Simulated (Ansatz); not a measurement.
# Input and output of a self-consistent single point for K₂Pt (Fm-3m, 3 atoms in the cell) (Ansatz)

Method of the run: LDA (PW92), default PAW files made with PBE (plane waves; Ansatz, a program for electronic structure).

Input as run:

Ansatz 0.2 input:
```yaml
# K2Pt
crystal:
  lattice:
    - [0.000000, 3.770121, 3.770121]
    - [3.770121, 0.000000, 3.770121]
    - [3.770121, 3.770121, 0.000000]
  atoms:
    - { symbol: K, position_ang: [5.655182, 5.655182, 5.655182] }
    - { symbol: K, position_ang: [1.885061, 1.885061, 1.885061] }
    - { symbol: Pt, position_ang: [0.000000, 0.000000, 0.000000] }
basis:
  ecutwfc: 420.0
kpoints:
  mp_grid: { grid: [6, 6, 6] }
hamiltonian:
  xc: lda
  pseudopotentials: { kind: paw }
scf:
  occupations: { method: fermi_dirac, width: 0.05 }
output:
  forces: true
  eigenvalues: true
  stress: true
```

Log, with long lists cut:

```
WARN the atoms were moved onto the symmetric positions of the space group found under crystal.symmetry.tolerance 1.0e-5 (fractional …
WARN ansatz: RAYON_NUM_THREADS=1 ignored (pool sized by the plan → 1); use --threads N
Pseudopotentials: kind: paw
Pseudopotential: K, paw, valence charge 9
Pseudopotential: Pt, paw, valence charge 18
Crystal: 3 atoms, lattice volume = 107.176 Å³
Basis set: ecut = 420 eV, 2085 PW (Γ)
Bands: 22, of which v1, the nominal top of the filled ones, is band 18 counted from 1 (17 counted from 0)
Symmetry: 48 space group operations
Space group: Fm-3m (ITA 225), of the structure as read, at distance tolerance 4.8e-5 Å
k-points: 16 of 216
PAW frozen core: K, regenerated for the run's functional, and the local potential with it
PAW frozen core: Pt, regenerated for the run's functional, and the local potential with it
Initial density: superposition of atomic densities (neutral atoms: chi_scale 0, normalization atom), corrected by the library's trained network
Initial wavefunctions: pseudopotential atomic-orbital guess
Eigensolver: davidson
Functional: x = slater, c = lda
SCF iter   1: F=—  HF=-15237.111062 eV  |F-HF|=—  |Δ(HF+E_count)|=         —  Δρ=4.18e-3  dr2=8.69e-3  ethr=1.77e-3  ⟨swp⟩=5.6  Hψ=1578  notcnv=0
all-band conjugate gradients solve this SCF's bands
preconditioner: auto → none
SCF iter   2: F=—  HF=-15237.110435 eV  |F-HF|=—  |Δ(HF+E_count)|=   6.27e-4  Δρ=2.32e-3  dr2=4.80e-3  ethr=2.41e-5  ⟨swp⟩=2.4  Hψ=694  notcnv=0
SCF iter   3: F=—  HF=-15237.110826 eV  |F-HF|=—  |Δ(HF+E_count)|=   3.91e-4  Δρ=1.94e-3  dr2=6.03e-3  ethr=1.33e-5  ⟨swp⟩=2.0  Hψ=448  notcnv=0
SCF iter   4: F=—  HF=-15237.109741 eV  |F-HF|=—  |Δ(HF+E_count)|=   1.08e-3  Δρ=2.77e-4  dr2=3.81e-5  ethr=1.33e-5  ⟨swp⟩=2.0  Hψ=447  notcnv=0
SCF iter   5: F=—  HF=-15237.109741 eV  |F-HF|=—  |Δ(HF+E_count)|=   3.89e-7  Δρ=3.35e-5  dr2=1.45e-6  ethr=1.06e-7  ⟨swp⟩=2.2  Hψ=546  notcnv=0
SCF iter   6: F=—  HF=-15237.109741 eV  |F-HF|=—  |Δ(HF+E_count)|=   7.73e-8  Δρ=1.11e-5  dr2=1.59e-7  ethr=4.02e-9  ⟨swp⟩=2.0  Hψ=447  notcnv=0
SCF iter   7: F=-15237.109741 eV  HF=-15237.109741 eV  |F-HF|=5.40e-9  |Δ(HF+E_count)|=   2.08e-8  Δρ=2.07e-6  dr2=6.98e-9  ethr=2.78e-10  ⟨swp⟩=4.6  Hψ=1158  notcnv=0
SCF 1 converged in 7 iterations: F = -15237.109741 eV  dr2 = 6.98e-9
SCF converged after 7 iterations
Free energy (F): -15237.109741 eV
Harris-Foulkes:  -15237.109741 eV  (|F-HF|=5.40e-9)
Internal energy: -15237.109740 eV  (E = F + TS)
E sigma→0 (E₀):  -15237.109741 eV
Entropy (-TS):   -0.000001 eV (-0.000 meV/atom)
Fermi energy:    5.086063 eV
--- Per-component energies (eV) ---
  E_band       = -609.171754
  E_kinetic    = 1150.861997
  E_local      = -4282.015002  (includes V_loc(G=0)·N_el)
  E_nonlocal   = 241.107432
  E_hartree    = 1634.643398
  E_xc         = -525.011854
  E_vxc        = -628.031706  (∫ρ·V_xc dr)
  E_paw        = -10665.269961  (= ΣΔE_a)
  E_vpaw       = -360.375697  (= ΣTr[D̂ρ^β])
  E_aug_tail   = 0.000170  (compensation charges beyond the density's cutoff)
  E_ewald      = -2792.404790
  E_core_change = 0.978869  (= ΣΔE_core)
  E_smearing   = -0.000001  (= −TS)
  E_closure    = -0.000000  (closes the sum)
  Σ components = -15237.109741   (vs F -15237.109741, Δ=0.00e0)
--- Forces (eV/Å), atoms counted from 1 ---
  atom   1  K      0.00000000    -0.00000000     0.00000000
   [... zero for the other atoms too ...]
  max |Σ_I F_I| component: 9.25e-18 eV/Å
--- Stress (GPa, compression-positive) ---
       -1.765338       0.000000      -0.000000
        0.000000      -1.765338       0.000000
       -0.000000       0.000000      -1.765338
  P = ⅓ Tr σ = -1.7653 GPa (-17.653 kbar)
  The stress holds the Pulay correction. Without it, at fixed plane waves, as pw.x and ABINIT print it: P = -1.7717 GPa
--- Band table (eV; the first three rows and the last of 16) ---
  k-point 0: bands = ["-90.9700", "-45.1327", "-45.1327", "-45.1327", "-25.0303", "-24.9578", "-8.8390", "-8.8390", "-8.8390", "-8.6018", "-8.6018", "-8.6018", "2.0321", "4.1327", "4.1327", "4.2737", "4.2737", "4.2737", "7.8257", "7.8257", "7.8257", "9.8931"]
  k-point 1: bands = ["-90.9700", "-45.1327", "-45.1327", "-45.1327", "-25.0251", "-24.9625", "-8.8262", "-8.8243", "-8.8243", "-8.6283", "-8.6190", "-8.6190", "2.2704", "4.1461", "4.1461", "4.2375", "4.2695", "4.2695", "7.1245", "7.9769", "7.9769", "10.1547"]…
  k-point 2: bands = ["-90.9700", "-45.1327", "-45.1327", "-45.1327", "-25.0114", "-24.9754", "-8.7935", "-8.7832", "-8.7832", "-8.6874", "-8.6649", "-8.6649", "2.8503", "4.1723", "4.1723", "4.1838", "4.2632", "4.2632", "6.1691", "8.3078", "8.3078", "10.2274"]…
  k-point 15: bands = ["-90.9700", "-45.1327", "-45.1327", "-45.1327", "-24.9987", "-24.9870", "-8.9297", "-8.8909", "-8.8025", "-8.6536", "-8.5692", "-8.5515", "3.7137", "4.0327", "4.0402", "4.1661", "4.2772", "4.2930", "6.3720", "7.5571", "7.6352", "9.2132"]…
```

The run converged in 7 iterations.

The starting cell comes from a database of computed structures (which also holds hypothetical and non-ambient phases and stackings), without a prior relaxation at this level. Its lattice was rescaled by up to half a per cent. Spin-orbit coupling is off. Ansatz's pressure includes its estimate of the finite-basis (Pulay) stress.
